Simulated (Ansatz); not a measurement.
## GePt (model structure, started from the CrB type, Cmcm, No. 63, 4 atoms in the cell): properties by level of theory

| level (code) | volume per atom (Å³/atom) | enthalpy of formation (eV/atom) |
|---|---|---|
| PBE (Ansatz) | 16.99 | -0.340 |
| PBEsol (Ansatz) | 16.23 | -0.370 |
| PBE-D3(BJ) (Ansatz) | 16.34 | -0.357 |

Ansatz's density-functional and Hartree–Fock values are scalar-relativistic unless marked +SOC, with PAW data made under PBE.

Computed values are for the static lattice.

A model structure was made by putting elements into a prototype or built by hand; it is no filed structure, need not be a known phase, and can be a saddle point held by its symmetry.

Ansatz is an electronic-structure program.
